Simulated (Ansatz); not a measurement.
## A computed series for hypothetical Pm-3n AlN: pressure series

Start from AlN (space group Pm-3n, No. 223; a = 5.3437 Å; a hypothetical phase, not in the database extracts checked).

Cell and atoms are relaxed at each pressure.

The values are results of PBEsol, PAW, 420 eV (Ansatz, a program for electronic structure; spin-orbit coupling left out), not measurements.

Two rows of this table had their results exchanged by mistake.

```json
[
 {"pressure": "pressure −2 GPa", "volume per atom (Å³)": "12.88", "shortest distance (Å)": "1.897", "band gap": "2.52 eV"},
 {"pressure": "pressure 0.3 GPa", "volume per atom (Å³)": "12.18", "shortest distance (Å)": "1.863", "band gap": "2.63 eV"},
 {"pressure": "pressure 0.7 GPa", "volume per atom (Å³)": "12.66", "shortest distance (Å)": "1.887", "band gap": "2.55 eV"},
 {"pressure": "pressure 1.5 GPa", "volume per atom (Å³)": "12.60", "shortest distance (Å)": "1.884", "band gap": "2.56 eV"},
 {"pressure": "pressure 3 GPa", "volume per atom (Å³)": "12.49", "shortest distance (Å)": "1.878", "band gap": "2.58 eV"},
 {"pressure": "pressure 5 GPa", "volume per atom (Å³)": "12.35", "shortest distance (Å)": "1.871", "band gap": "2.60 eV"},
 {"pressure": "pressure 7.5 GPa", "volume per atom (Å³)": "12.69", "shortest distance (Å)": "1.888", "band gap": "2.55 eV"},
 {"pressure": "pressure 10 GPa", "volume per atom (Å³)": "12.03", "shortest distance (Å)": "1.855", "band gap": "2.65 eV"}
]
```

**Question.** Which two?

**Answer.** The rows for pressure 0.3 GPa and pressure 7.5 GPa: the volume has to fall steadily with pressure, so 12.69 Å³ belongs to pressure 0.3 GPa and 12.18 Å³ to pressure 7.5 GPa.

Load acts through the strain it causes; cell and atoms are relaxed under it. Stability against distortions was not tested. Competing high-pressure phases were not computed.
